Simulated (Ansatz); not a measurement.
We consider LuAu2 (I4/mmm, No. 139; cell taken from a computed entry), described by r²SCAN (PAW; Ansatz, an electronic-structure program).

Run with plane-wave cutoff 560 eV, 22×22×22 k mesh, Fermi–Dirac smearing 0.05 eV, scalar-relativistic PAW data made under PBE.

Cell (relaxed at this level):

```cif
data_Au2Lu
_chemical_formula_sum 'Lu1 Au2'
_space_group_name_H-M_alt 'P 1'
_space_group_IT_number 1
_cell_length_a 5.14712
_cell_length_b 5.14712
_cell_length_c 5.14712
_cell_angle_alpha 138.450
_cell_angle_beta 138.450
_cell_angle_gamma 60.214
loop_
_space_group_symop_operation_xyz
  'x, y, z'
loop_
_atom_site_label
_atom_site_type_symbol
_atom_site_fract_x
_atom_site_fract_y
_atom_site_fract_z
_atom_site_occupancy
Lu1 Lu 0.00000 0.00000 0.00000 1
Au1 Au 0.66442 0.66442 0.00000 1
Au2 Au 0.33558 0.33558 0.00000 1
```

**Question.** What does this level give for the bulk modulus B0?

**Answer.** 
* **bulk modulus B0**: 119 GPa

The run finds no gap.

Note: the bulk modulus is −V dP/dV from two relaxed cells at ±2 % in volume; the relaxation could not lower the start's symmetry, so the cell can be a saddle point above a distorted one.

Spin–orbit coupling is not included; it can shift volumes and moduli of such heavy elements.
